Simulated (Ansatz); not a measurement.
Data:

```yaml
crystal:
  lattice:
    - [3.33988, 0.00000, 0.00000]
    - [-1.66994, 2.89242, 0.00000]
    - [0.00000, 0.00000, 5.20585]
  atoms:
    - { symbol: Lu, position: [0.66667, 0.33333, 0.75000] }
    - { symbol: Lu, position: [0.33333, 0.66667, 0.25000] }
```

No spin polarisation.

Computed with PBEsol, PAW, 420 eV (Ansatz, a first-principles code; without spin-orbit coupling). Γ-centred 19×19×11 mesh, Fermi–Dirac width 0.1 eV.

Question: Predict the space group, band gap and pressure.

Answer: The space group is P6_3/mmc (No. 194) and the band gap is zero. The pressure (mean of the normal stresses, compression positive) is 5.3 GPa.

The cells carry an imposed strain or load. Whether these cells are dynamically stable was not tested. The cell was made from Lu in the hcp (Mg type) structure (space group P6_3/mmc, No. 194) by this change: isotropic strain −3.00 %.
